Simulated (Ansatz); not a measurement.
Bond-angle distributions (per cent of the angles at each element, bins of 10°) of a relaxed model of amorphous Hf$_{18}$O$_{38}$Sn at 8.84 g/cm³. Computed with PBE, scalar-relativistic without spin-orbit coupling (plane waves to 420 eV, PAW; Ansatz, an electronic-structure program).

It comes from a melt-quench run on a machine-learned potential (CHGNet), relaxed afterwards by DFT. O atoms were pushed apart under 1.9 Å during the dynamics, to hinder bonds among them. The hot cell started wider than the set density and was brought back towards it in steps. It is the lowest in DFT energy of 2 quenches. It is a model cell: composition and starting density were chosen by hand, and all elements were melted together. No dispersion term was used. Its density started from a set value of 8.84 and ended at 8.84 g/cm³. Cooling (nominally 380 K/ps over its main leg) ran many orders faster than in experiment, which tends to leave more defects and strain. One small periodic cell is one sample of the glass; other quenches scatter about these values. The volume was held where the preparation left it and the shape relaxed, at a PBE pressure of -3.6 GPa (tension). Stress components on the final sampling reach 3.7 GPa.

Cut-offs for bonds: Hf-Hf 3.34 Å, Hf-O 2.88 Å, Hf-Sn 3.20 Å, O-O 1.58 Å, O-Sn 2.46 Å, Sn-Sn 3.06 Å. Two cations that share two anions don't count as bonded, nor two that share one unless they lie closer than Hf-Hf 3.25 Å, Hf-Sn 3.11 Å, Sn-Sn 2.97 Å.

| angle (°) | at Hf | at O |
|---|---|---|
| 50-60 | 0 | 0 |
| 60-70 | 5 | 0 |
| 70-80 | 27 | 0 |
| 80-90 | 14 | 2 |
| 90-100 | 12 | 20 |
| 100-110 | 6 | 27 |
| 110-120 | 7 | 14 |
| 120-130 | 5 | 17 |
| 130-140 | 7 | 14 |
| 140-150 | 8 | 5 |
| 150-160 | 3 | 2 |
| 160-170 | 3 | 0 |
| 170-180 | 2 | 1 |

They go with these counts of neighbours within the cut-offs, cation contacts included: Hf mean 6.3, most often 6; O mean 3.2, most often 3.
